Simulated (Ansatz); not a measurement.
The parent structure is ZnS in the wurtzite structure (space group P6_3mc, No. 186; a = 3.8451 Å, c = 6.3057 Å).

Modification: an isotropic linear strain of +1.38 %, atoms relaxed at fixed cell.

Levels (all Ansatz, a first-principles code, PAW): PBE (420 eV, no SOC); PBE+SOC (420 eV, spin-orbit coupling included).

The geometry is relaxed with PBE.

| Property | Result |
|---|---|
| PBE electron mass | 0.15 mₑ along c, 0.17 mₑ across (at Γ) |
| PBE lowest conduction level above the VBM at special points | Γ 1.90 eV; A 3.35 eV; L 3.51 eV; M 3.70 eV |
| PBE pressure | -2.60 GPa |

Task: What does PBE+SOC give at this geometry for the electron mass, lowest conduction level above the VBM at special points and pressure?

Result: The electron mass stays 0.15 mₑ along c, 0.17 mₑ across (at Γ); the lowest conduction level above the VBM at special points becomes Γ 1.88 eV; A 3.32 eV; L 3.49 eV; M 3.68 eV (PBE: Γ 1.90 eV; A 3.35 eV; L 3.51 eV; M 3.70 eV); the pressure stays essentially unchanged (-2.60 GPa against -2.61 GPa).

Single points use the geometry relaxed with PBE. The spin-orbit shifts are approximate. The levels and masses belong to the bands next to the band gap. Effective masses come from finite differences of ±0.01 Å⁻¹. Whether these cells are dynamically stable was not tested.
